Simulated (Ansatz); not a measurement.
The reference is MoSi2 (space group I4/mmm, No. 139; a = 3.1902 Å, c = 7.8206 Å).

It is then changed as follows: a hydrostatic pressure of 10 GPa.

Levels (all Ansatz, a program for electronic structure, PAW): PBEsol (420 eV, spin-orbit coupling left out); r2SCAN (500 eV, no spin-orbit coupling).

The geometry is relaxed with PBEsol.

```
Property           Result
---------------  --------
PBEsol pressure  10.0 GPa
```

Problem. Predict the pressure from r2SCAN.

Solution. The pressure grows by 1.7 GPa (10.0 GPa → 11.7 GPa).

Single points use the geometry relaxed with PBEsol. Their cutoffs differ, which shifts pressures a little. Load acts through the strain it causes; cell and atoms are relaxed under it. No phonon test of stability was made. Competing high-pressure phases were not computed. All final runs are without spin polarisation.
